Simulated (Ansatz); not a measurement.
Band structure of ZrH (P4_2/mmc, 4 atoms in the cell).

```
CELL_PARAMETERS angstrom
      3.26696     0.00000     0.00000
      0.00000     3.26696     0.00000
      0.00000     0.00000     5.04998
ATOMIC_POSITIONS crystal
  Zr 0.00000 0.50000 0.50000
  Zr 0.50000 0.00000 0.00000
  H  0.50000 0.50000 0.25000
  H  0.50000 0.50000 0.75000
```

Level of theory: PBEsol, PAW files made with PBE (plane waves; Ansatz, an electronic-structure program).

Settings: basis.ecutwfc = 30.9 Ry; kpoints.mp_grid.grid = 7 7 5; hamiltonian.xc = pbesol; hamiltonian.pseudopotentials = {kind: paw} (the program's default PAW files); scf.occupations.method = fermi_dirac; scf.occupations.width = 0.0037 Ry; kpoints.band_path.npoints = 8.

The starting cell comes from a database of computed structures (which also holds hypothetical and non-ambient phases and stackings), without a prior relaxation at this level. Its lattice was rescaled by a random factor within 2.5 % of one.

Levels in eV from the Fermi level, bands 10 to 16:
```json
[
 {"point": "Γ", "10": "-3.57", "11": "-2.95", "12": "-2.78", "13": "-0.03", "14": "0.66", "15": "0.66", "16": "2.06"},
 {"point": "X", "10": "-5.36", "11": "-1.97", "12": "-0.78", "13": "-0.59", "14": "-0.26", "15": "1.62", "16": "1.85"},
 {"point": "M", "10": "-3.93", "11": "-2.82", "12": "-2.82", "13": "-1.80", "14": "2.72", "15": "3.69", "16": "4.09"},
 {"point": "Z", "10": "-6.66", "11": "-1.70", "12": "-1.70", "13": "-0.06", "14": "-0.06", "15": "1.70", "16": "1.70"},
 {"point": "R", "10": "-4.06", "11": "-2.73", "12": "-0.23", "13": "0.19", "14": "0.42", "15": "0.60", "16": "1.08"},
 {"point": "A", "10": "-5.38", "11": "-1.93", "12": "-1.93", "13": "-0.33", "14": "-0.33", "15": "1.48", "16": "1.48"}
]
```

Bands cross the Fermi level along this path, so the cell is metallic at this level.

Keys are those of Ansatz 0.2.
